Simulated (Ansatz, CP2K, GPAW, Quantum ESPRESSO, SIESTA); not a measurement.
## HfGa₄Co (P4/mmm, 6 atoms in the cell) computed with different codes at matched settings

Self-consistent single point.

```
HfGa4Co
1.0
    4.02791     0.00000     0.00000
    0.00000     4.02791     0.00000
    0.00000     0.00000     6.30101
Hf Ga Co
1 4 1
Cartesian
  0.00000   0.00000   0.00000
  2.01395   0.00000   4.45349
  2.01395   0.00000   1.84752
  0.00000   2.01395   4.45349
  0.00000   2.01395   1.84752
  0.00000   0.00000   3.15050
```

Shared settings, as Ansatz (a quantum-chemistry and plane-wave program) writes them: kpoints.mp_grid.grid = 5 5 3; scf.occupations.method = gaussian; scf.occupations.width = 0.1 eV. Potentials and cutoffs stand in the table.

```
code                                                                                                                                 model  pressure (GPa)  largest force (eV/Å)       cutoff
----------------  ------------------------------------------------------------------------------------------------------------------------  --------------  --------------------  -----------
SIESTA            LDA PW92, numerical atomic orbitals DZP, PseudoDojo LDA standard norm-conserving potentials (rewritten from UPF to PSML)           -2.12                 0.202  grid 350 Ry
Quantum ESPRESSO                                                                      LDA (PZ), PSlibrary ultrasoft (LDA) pseudopotentials           -2.78                 0.072        70 Ry
GPAW                                                                         LDA (Perdew-Wang 92), GPAW PAW datasets LDA (gpaw-data 1.0.1)           -1.56                 0.098       850 eV
Ansatz                                                                                                 LDA (PW92), PAW files made with PBE           -2.79                 0.023       420 eV
CP2K                                                  LDA (Pade form), GPW, DZVP-MOLOPT-SR-GTH basis, GTH-PADE potentials (GTH_POTENTIALS)           -5.30                 0.405  grid 600 Ry
```

On Ansatz's run: spin-orbit coupling is off. Spin polarisation is off.

The spread over the programs that give each value: pressure within 3.74 GPa; largest force within 0.382 eV/Å.

SIESTA and CP2K use small atom-centred bases, whose incompleteness enters pressures, forces and empty levels differently from a plane-wave cutoff. Ansatz's pressure is given at a fixed set of plane waves, as the other plane-wave codes print theirs; with its correction for the finite basis it is -2.75 GPa. The same LDA comes in different parametrisations, which differ slightly. In the pressure, GPAW (by 1.22) and CP2K (by 2.51) lie more than 1 GPa from the median of the plane-wave programs. In the force vectors, SIESTA (by 0.130) and CP2K (by 0.333) lie more than 0.08 eV/Å from the median of the plane-wave programs.

The shared mesh is coarse (it stands for a supercell whose shortest vector is 19 Å), so the values are not converged in it.

The starting cell comes from a database of computed structures (which also holds hypothetical and non-ambient phases and stackings), without a prior relaxation at this level. Its lattice was rescaled by a random factor within 2.5 % of one.

Left out of this page: Elk (not drawn, or without a comparable value).

Keys are those of Ansatz 0.2.
